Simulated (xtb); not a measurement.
xtb 6.7.1, GFN2-xTB: Al(NHMe)2(OH) (C[NH][Al]([OH])[NH]C), 15 atoms. The geometry is a generated start, not checked to be a minimum at this level.

```yaml
method: GFN2-xTB
"--acc": 1 (default)
"--etemp (K)": 300 (default)
detailed input (--input): "none: ANC optimiser, Lindh (1995) Hessian, microcycle=20, maxdispl=1.0, hlow=0.01 (default)"
basis_functions: 39
valence_electrons: 36
```

```xyz
15

Al     0.2478     0.6455     0.4927
N     -1.2096    -0.3182     0.1044
C     -2.5808    -0.2378     0.5790
H     -1.1039    -1.0759    -0.5583
H     -2.8919    -1.1669     1.0706
H     -3.2800    -0.0342    -0.2411
H     -2.6563     0.5727     1.3019
N      1.7835     0.2634    -0.3484
C      2.0860    -0.7377    -1.3527
H      2.6335     0.6559     0.0374
H      2.5682    -1.6265    -0.9273
H      2.7503    -0.3287    -2.1274
H      1.1593    -1.0486    -1.8307
O      0.2124     1.8576     1.5968
H      0.2815     2.5794     2.2028
```

The structure is relaxed from this start with --opt LEVEL for the levels crude, sloppy, loose, lax, normal, tight, vtight, extreme, once each. Up to the end of the extreme run atoms move by at most 0.32 Å along an axis.

### Question
Choose the cheapest level whose final energy lies within 5 meV of that of extreme.

### Answer
lax: 6 cycles against 21, ending 2.8 meV above.

```csv
level,cycles,energy above the extreme run (meV),gradient norm (eV/Å)
crude,1,14,0.20
sloppy,1,14,0.20
loose,1,14,0.20
lax,6,2.8,0.12
normal,14,0.095,0.031
tight,16,0.027,0.016
vtight,20,under 0.01,0.0053
extreme,21,—,0.0018
```
